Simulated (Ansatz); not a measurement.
Relaxation of cell and atoms of LaBi (F-43m, 2 atoms in the cell) at several settings

```
LaBi
1.0
    0.00000     3.82899     3.82899
    3.82899     0.00000     3.82899
    3.82899     3.82899     0.00000
Bi La
1 1
Cartesian
  1.91450   1.91450   1.91450
  0.00000   0.00000   0.00000
```

Base: PBE (Ansatz, a first-principles code). Its settings: basis.ecutwfc = 420 eV; kpoints.mp_grid.grid = 6 6 6; hamiltonian.xc = pbe; hamiltonian.pseudopotentials = {kind: paw} (the program's default PAW files); scf.occupations.method = methfessel_paxton; scf.occupations.width = 0.272 eV. Starting volume 56.14 Å³ per atom.

Each line gives the change from the base single point and the result:

- relax: default → cell and atoms; relax.cell.p_target: default → -2 GPa: pressure -2.00 GPa; final cell a = b = c = 5.3800 Å, α = β = γ = 60.00°; final volume per atom 55.06 Å³; relaxation steps 4; free energy against the base single point -14.8 meV/atom.
- hamiltonian.xc: pbe → pbesol; relax: default → cell and atoms [DFT, PBEsol, plane waves, default PAW files made with PBE]: pressure -0.03 GPa; final cell a = b = c = 5.161 Å, α = β = γ = 60.00°; final volume per atom 48.61 Å³; relaxation steps 4.
- hamiltonian.dispersion: default → d3bj; relax: default → cell and atoms [DFT, PBE-D3BJ, plane waves, default PAW files]: pressure -0.03 GPa; final cell a = b = c = 5.176 Å, α = β = γ = 60.00°; final volume per atom 49.02 Å³; relaxation steps 4.

The starting cell was generated: these elements placed on a structure prototype, without a prior relaxation; it need not be a known phase or ordering of this composition. Ansatz's pressure includes its estimate of the finite-basis (Pulay) stress.

Keys are those of Ansatz 0.2.
